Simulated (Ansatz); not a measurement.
Consider Ti3Al (space group P6_3/mmc, No. 194; a = 5.755 Å, c = 4.655 Å). Axes: x lies along a and z along c of the hexagonal cell.

Method: PBE (Ansatz, a quantum-chemistry and plane-wave program, PAW, no SOC), earlier PAW set.

Base values:

Pressure: 0.0 GPa
Volume per atom: 16.69 Å³

Perturbation: compressive biaxial strain of 4.07 % in the plane normal to [001], as in epitaxy on a mismatched substrate; the out-of-plane cell vector and the atoms relax.

Question: Estimate the effect on the pressure.

Answer: The pressure (mean of the normal stresses, compression positive) goes from zero to 8.0 GPa.

Question: What does the calculation give for the energy relative to the base after the change?

Answer: The energy increases by 47 meV/atom.

Question: What does the calculation give for the volume per atom after the change?

Answer: The volume per atom shrinks by 1.00 Å³ to 15.69 Å³.

No phonon test of stability was made. All final runs are without spin polarisation.
